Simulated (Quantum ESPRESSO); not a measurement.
Quantum ESPRESSO run on Ag3Sb (Pmm2, 4 atoms in the cell): self-consistent single point.

Method: PBEsol, PSlibrary PAW (PBE) pseudopotentials (plane waves; Quantum ESPRESSO 7.5).

```
CELL_PARAMETERS angstrom
      3.00800     0.00000     0.00000
      0.00000     4.82800     0.00000
      0.00000     0.00000     5.21400
ATOMIC_POSITIONS crystal
  Sb 0.00000 0.00000 0.97512
  Ag 0.50000 0.00000 0.50000
  Ag 0.00000 0.50000 0.64808
  Ag 0.50000 0.50000 0.16016
```

Reference input (self-consistent single point, DFT, PBEsol, plane waves, PSlibrary PAW (PBE) pseudopotentials): ecutwfc = 50 Ry; ecutrho = 300 Ry; occupations = smearing; smearing = fd; degauss = 0.0073499 Ry; input_dft = pbesol; potentials = {Sb: Sb.pbe-n-kjpaw_psl.1.0.0.UPF, Ag: Ag.pbe-n-kjpaw_psl.1.0.0.UPF}; K_POINTS = automatic 7 5 5 1 1 1; conv_thr = 1e-10 Ry. This run's input differs from it in these lines:

```diff
@@ -15,4 +15,4 @@
     occupations = 'smearing',
-    smearing = 'fd',
-    degauss = 0.0073499,
+    smearing = 'mp',
+    degauss = 0.0147,
     input_dft = 'pbesol',
```

Log, with long lists cut:

```
     Self-consistent Calculation

     iteration #  1     ecut=    50.00 Ry     beta= 0.70

     Threshold (ethr) on eigenvalues was too large:
     Diagonalizing with lowered threshold

     total energy              =   -1392.91564777 Ry
     estimated scf accuracy    <       0.03297705 Ry

     iteration #  2     ecut=    50.00 Ry     beta= 0.70

     total energy              =   -1392.92303931 Ry
     estimated scf accuracy    <       0.01769665 Ry

     iteration #  3     ecut=    50.00 Ry     beta= 0.70

     total energy              =   -1392.92715537 Ry
     estimated scf accuracy    <       0.00172039 Ry

   [... 6 blocks of this kind left out ...]

     iteration # 10     ecut=    50.00 Ry     beta= 0.70

     total energy              =   -1392.92770738 Ry
     estimated scf accuracy    <          1.1E-09 Ry

     iteration # 11     ecut=    50.00 Ry     beta= 0.70
     End of self-consistent calculation

     the Fermi energy is    11.8025 ev

!    total energy              =   -1392.92770738 Ry
     estimated scf accuracy    <          8.8E-12 Ry
     smearing contrib. (-TS)   =      -0.00026095 Ry
     internal energy E=F+TS    =   -1392.92744643 Ry

     convergence has been achieved in  11 iterations

     Forces acting on atoms (cartesian axes, Ry/au):

     atom    1 type  1   force =     0.00000000    0.00000000    0.01476140
     atom    2 type  2   force =     0.00000000    0.00000000   -0.01652388
     atom    3 type  2   force =     0.00000000    0.00000000   -0.00666236
     atom    4 type  2   force =     0.00000000    0.00000000    0.00842484

     Total force =     0.024623     Total SCF correction =     0.000006

          total   stress  (Ry/bohr**3)                   (kbar)     P=      -17.95
  -0.00001115   0.00000000   0.00000000           -1.64        0.00        0.00
   0.00000000  -0.00018970   0.00000000            0.00      -27.91        0.00
   0.00000000   0.00000000  -0.00016520            0.00        0.00      -24.30

   JOB DONE.
```

The run converged in 11 iterations. Against the reference run the free energy goes up by 5.2 meV/atom, the pressure goes from -1.69 to -1.79 GPa and the largest force hardly changes (0.423 to 0.425 eV/Å).

The starting cell comes from a database of published, mostly measured structures (it also holds non-ambient and calculated ones), without a prior relaxation at this level. The run gives no clean gap (levels at the Fermi energy touch, overlap or are partly filled at this smearing), which alone does not show that the compound is a metal.

Cost on one core of a shared machine: roughly 90 s.
